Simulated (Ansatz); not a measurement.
The starting structures come from a database of crystals and need not be the phases stable at ambient conditions.

By PBEsol, the system below comes out a metal.

Consider the following.

```
Al2Cu
1.0
    3.97946     0.00000     0.00000
    0.00000     3.97946     0.00000
    1.98973    -1.98973     2.79407
Al Cu
2 1
Direct
  0.25000   0.25000   0.50000
  0.75000   0.75000   0.50000
  0.50000   0.50000   0.00000
```

Space group of this cell: I4/mmm. The cell is strained (all lengths scaled by 0.98); by PBEsol its mean pressure is 7.1 GPa.

The current flows along the normal of the first two printed cell vectors, the (001) plane of the conventional cell. No spin-orbit coupling; the value is a mean over 0.1 eV about the Fermi level.

**Question.** Estimate the ballistic conductance per area that Ansatz (an electronic-structure program) with PBEsol returns for this system.

**Answer.** 0.83 × 10¹⁵ S/m² for both spins.
